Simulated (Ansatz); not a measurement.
Data:

End structure of a constructed model of the (111) surface of fcc Cu, p(2x2) surface alloy, Sb on one Cu site of the top plane (bottom of the slab: a bare face, its two planes held):

```
CELL_PARAMETERS angstrom
      5.13360     0.00000     0.00000
     -2.56680     4.44582     0.00000
      0.00000     0.00000    26.50000
ATOMIC_POSITIONS crystal
  Cu 0.16667 0.83333 0.30209
  Cu 0.16667 0.33333 0.30209
  Cu 0.66667 0.83333 0.30209
  Cu 0.66667 0.33333 0.30209
  Cu 0.33333 0.66667 0.38117
  Cu 0.33333 0.16667 0.38117
  Cu 0.83333 0.66667 0.38117
  Cu 0.83333 0.16667 0.38117
  Cu 0.50032 0.49968 0.45994
  Cu 0.50032 0.00064 0.45994
  Cu 0.99936 0.49968 0.45994
  Cu 0.00000 0.00000 0.45959
  Cu 0.66667 0.33333 0.53958
  Cu 0.66751 0.83376 0.53849
  Cu 0.16624 0.33249 0.53849
  Cu 0.16624 0.83376 0.53849
  Cu 0.83494 0.16506 0.61791
  Cu 0.83494 0.66989 0.61791
  Cu 0.33011 0.16506 0.61791
  Cu 0.33333 0.66667 0.61637
  Sb 0.00000 0.00000 0.72435
  Cu 0.00002 0.50001 0.69546
  Cu 0.49999 0.99998 0.69546
  Cu 0.49999 0.50001 0.69546
```

Slab: 24 atoms, 10.5 Å thick at the start (thin: gaps and levels are the slab's own); k 9x9x1, smearing 0.1 eV, dipole-corrected; 8 atoms held, the rest relaxed; symmetry of the start imposed; no spin, no spin-orbit, no U. It is one candidate, not shown to be the stable structure of the face.

**Question.** Give the work function of the top face at the level PBE (Ansatz, a first-principles code).

**Answer.** 4.39 eV
